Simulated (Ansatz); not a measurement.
A computed series for Al2O3: response to strain

Take Al2O3 in the corundum structure (space group R-3c, No. 167) as the base.

```
Al2O3
1.0
    2.40399     1.38794     4.37387
   -2.40399     1.38794     4.37387
    0.00000    -2.77589     4.37387
Al O
4 6
Direct
  0.35213   0.35213   0.35213
  0.14787   0.14787   0.14787
  0.64787   0.64787   0.64787
  0.85213   0.85213   0.85213
  0.55616   0.94384   0.25000
  0.25000   0.55616   0.94384
  0.94384   0.25000   0.55616
  0.44384   0.05616   0.75000
  0.75000   0.44384   0.05616
  0.05616   0.75000   0.44384
```

Strains are applied to the cell and any free atomic positions relax.

Computed with Ansatz (a first-principles code), PBE, PAW, cutoff 420 eV, without spin-orbit coupling, earlier PAW set.

| isotropic strain (%) | band gap (eV) |
|---|---|
| -4.18 | 7.50 |
| -2.58 | ? |
| 0 | 5.86 |
| 0.61 | 5.64 |

### Question
Fit E_g = E₀ + Dε (ε in %) to the rows shown and predict the withheld row.

### Answer
Least squares on the printed values gives E₀ = 5.87 eV, D = -390 meV per % of strain (largest residual 0.01 eV); this predicts 6.88 eV, and the run gives 6.85 eV, 0.03 lower.

Whether these cells are dynamically stable was not tested.
